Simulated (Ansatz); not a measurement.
The reference is YN in the rock salt structure (space group Fm-3m, No. 225; a = 4.8957 Å). Axes: x, y, z lie along the cube axes.

Computed with Ansatz (an electronic-structure program), r2SCAN, PAW, cutoff 500 eV, spin-orbit coupling left out.

Free-standing slabs (2 atom(s) a layer) normal to the z axis with 15 Å of vacuum; in-plane cell held at bulk.

One change was made to it. Results:

The gap character comes out as direct at Γ; the band gap hardly moves (0.58 eV against 0.59 eV).

Problem. Which change produced these results?
(A) 3 layers
(B) 6 layers
(C) 1 layer

Solution. B, 6 layers. For comparison, the band gap in the other runs: 1 layer gives 0.63 eV; 3 layers gives 0.75 eV.

Stability against distortions was not tested. Labels are those of the standard path for the cell's own space group.
